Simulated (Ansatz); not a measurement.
**What isotropic strain −3.00 % does to BaTe**

Start from BaTe in the rock salt structure (space group Fm-3m, No. 225; a = 7.064 Å).

It is then changed as follows: an isotropic linear strain of −3.00 %, atoms relaxed at fixed cell.

The values are results of Ansatz (a quantum-chemistry and plane-wave program), PBE, PAW, cutoff 420 eV, scalar-relativistic without spin-orbit coupling, not measurements. Γ-centred 8×8×8 mesh, Fermi–Dirac width 0.05 eV.

```json
[
 {"quantity": "volume per atom", "base": "44.07 Å³", "changed": "40.22 Å³", "shift": "-3.85 Å³"},
 {"quantity": "space group", "base": "Fm-3m (No. 225)", "changed": "Fm-3m (No. 225)", "shift": "–"},
 {"quantity": "shortest interatomic distance", "base": "3.532 Å", "changed": "3.426 Å", "shift": "-0.106 Å"},
 {"quantity": "energy relative to the base (free energy F)", "base": "0 meV/atom", "changed": "+35 meV/atom", "shift": "+35 meV/atom"},
 {"quantity": "band gap", "base": "1.66 eV", "changed": "1.46 eV", "shift": "-0.193 eV"},
 {"quantity": "gap character", "base": "indirect, Γ → X", "changed": "indirect, Γ → X", "shift": "–"},
 {"quantity": "smallest direct gap", "base": "2.01 eV", "changed": "1.81 eV", "shift": "-0.20 eV"},
 {"quantity": "mean gap deformation potential ΔEg/Δln V", "base": "–", "changed": "+2.1 eV", "shift": "–"},
 {"quantity": "width of the top valence band", "base": "1.02 eV", "changed": "1.19 eV", "shift": "+0.175 eV"},
 {"quantity": "electron mass", "base": "1.3 mₑ along k, 0.28 mₑ across (at X)", "changed": "1.3 mₑ along k, 0.25 mₑ across (at X)", "shift": "–"},
 {"quantity": "hole mass (degenerate bands, along [100])", "base": "0.16, 1.3, 1.3 mₑ (at Γ)", "changed": "0.15, 1.2, 1.2 mₑ (at Γ)", "shift": "–"}
]
```

Cost of the whole job for the changed cell (relaxation, final SCF and bands): very roughly 15 core-seconds.

With Te present, leaving out spin-orbit coupling can change the band edges. Masses are band curvatures over ±0.01 Å⁻¹ around the edge. Along k means along the line from Γ to the band edge. No phonon test of stability was made.
